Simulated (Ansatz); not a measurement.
C vacancy (V_C) in metastable 2H silicon carbide: one set of geometries, relaxed with PBE, evaluated in Ansatz (PAW, plane waves to 420 eV, 500 eV under r2SCAN) with PBE, r2SCAN.

Details: 96-site cell; 2×2×2 shifted k-points; start: the C site; charged states image-corrected; not converged in cell size; flagged in the runs: a host whose relaxation on this sampling wasn't shown to rest, a strain field that reaches the edge of the cell.

```json
[
 {"quantity": "host gap (eV)", "PBE": "2.31", "r2SCAN": "…"},
 {"quantity": "ε(+2/+1) above the VBM (eV)", "PBE": "1.04", "r2SCAN": "…"},
 {"quantity": "largest moment on one atom at charge +1 (μB)", "PBE": "0.05", "r2SCAN": "…"},
 {"quantity": "largest moment on one atom at charge −1 (μB)", "PBE": "0.07", "r2SCAN": "…"}
]
```

Problem. Given the lower rungs, what does r2SCAN give?

Solution. 
- host gap (eV), r2SCAN: 2.68
- ε(+2/+1) above the VBM (eV), r2SCAN: 1.19
- largest moment on one atom at charge +1 (μB), r2SCAN: 0.06
- largest moment on one atom at charge −1 (μB), r2SCAN: 0.07

Ansatz is a first-principles code.
